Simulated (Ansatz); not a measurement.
Results of G0W0@PBEsol (Ansatz, a program for electronic structure, plane waves, hard PAW, contour deformation) for MgCO3 (R-3c, No. 167).

The same calculation (at the measured cell, 9.292 Å³/atom) with different numerical settings; throughout: k mesh 2×2×2:

| run | response cutoff (eV) | empty bands | quasiparticle gap on the mesh (eV) | quasiparticle gap at Γ (eV) | rough time |
|---|---|---|---|---|---|
| 1 | 100 | 388 | 8.585 | 9.162 | 100 core-s |
| 2 | 150 | 712 | 8.620 | 9.149 | 4 core-min |
| 3 | 200 | 1096 | 8.690 | 9.186 | 8 core-min |
| 4 | 250 | 1532 | 8.748 | 9.220 | 10 core-min |
| 5 | 300 | 2014 | 8.789 | 9.243 | 50 core-min |

In the column quasiparticle gap on the mesh (eV) the first row differs from the last by -0.204 and the next to last by -0.041.

The last row is no converged limit: other settings stay fixed.
